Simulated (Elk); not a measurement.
Band structure of BAu (I4_1md, 4 atoms in the cell).

```yaml
crystal:
  lattice:
    - [-1.44128, 1.44128, 4.87948]
    - [1.44128, -1.44128, 4.87948]
    - [1.44128, 1.44128, -4.87948]
  atoms:
    - { symbol: Au, position: [0.75000, 0.75000, 0.00000] }
    - { symbol: Au, position: [0.50000, 0.00000, 0.50000] }
    - { symbol: B, position: [0.16600, 0.16600, 0.00000] }
    - { symbol: B, position: [0.91600, 0.41600, 0.50000] }
```

Method: PBE, all-electron FP-LAPW, Elk's shipped species files, default APW+lo basis run with Elk 10.2.4.

Settings: xctype = 20; rgkmax = 7; stype = 0; swidth = 0.00734986 Ha; ngridk = 7 7 7.

The starting cell was generated: these elements placed on a structure prototype, without a prior relaxation; it need not be a known phase or ordering of this composition. Its lattice was rescaled by a random factor within 2.5 % of one. Spin-orbit coupling is off. Values depend on the basis (sphere radii, cutoffs, local orbitals), which need not be converged.

Levels in eV from the Fermi level, bands 31 to 38:
```
point     31     32     33     34     35    36    37    38
-----  -----  -----  -----  -----  -----  ----  ----  ----
Γ      -6.02  -5.52  -2.64   2.00   2.00  2.50  2.50  4.26
X      -4.36  -4.36  -2.32  -2.32   2.18  2.18  3.45  3.45
Y      -4.50  -4.50  -2.19  -2.19   2.29  2.29  3.57  3.57
S      -5.33  -4.90  -3.91  -1.66  -0.35  3.24  4.45  5.07
Z      -5.04  -5.04  -0.51  -0.51   1.34  1.34  4.52  4.52
S1     -5.33  -4.90  -3.91  -1.66  -0.35  3.24  4.45  5.07
N      -5.46  -4.61  -3.96  -1.92  -0.78  3.23  4.37  5.33
P      -4.03  -4.03  -2.50  -2.50   2.01  2.01  3.38  3.38
Y1     -4.50  -4.50  -2.19  -2.19   2.29  2.29  3.57  3.57
```

Bands cross the Fermi level along this path, so the cell is metallic at this level.
